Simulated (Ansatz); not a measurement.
White tin (β-Sn) was calculated with LDA (plane waves, PAW; Ansatz, a first-principles code).

Numerical settings: plane-wave cutoff 520 eV, 20×20×20 k mesh, Fermi–Dirac smearing 0.05 eV, scalar-relativistic PAW data made under PBE.

Cell (relaxed at this level):

Sn is taken in the tetragonal space group I4₁/amd, origin choice 1 (No. 141), Pearson symbol tI4. Cell: a = 5.787 Å, b = 5.787 Å, c = 3.126 Å, α = 90.00°, β = 90.00°, γ = 90.00°. Sn on 4a sees 6 Sn at 2.997–3.126 Å. (Neighbours: up to the widest gap in distance over summed covalent radii, below 1.35, at either atom.)
(The calculation used a cell of 2 atoms; values per cell refer to that cell.)

Question: What does this level give for the bulk modulus and pressure derivative B′ of the bulk modulus?

Answer: 
- bulk modulus = 60.0 GPa
- pressure derivative B′ of the bulk modulus = 4.8

The run finds no gap.

Measured, for comparison: bulk modulus 57.0 GPa (temperature not stated, not corrected to a static lattice; as tabulated in Chen et al. (2023), arXiv:2209.05059). Computed (rounded) less measured: bulk modulus +5 %. A static lattice is as a rule a little smaller and stiffer than an uncorrected measurement, which narrows the difference in the bulk modulus and would widen misses of the other sign.

Note: the bulk modulus comes from volumes at which shape and atoms were relaxed.

Spin–orbit coupling is not included.

Static lattice: no zero-point or thermal effects.

Computing time: very roughly 9 core-minutes.
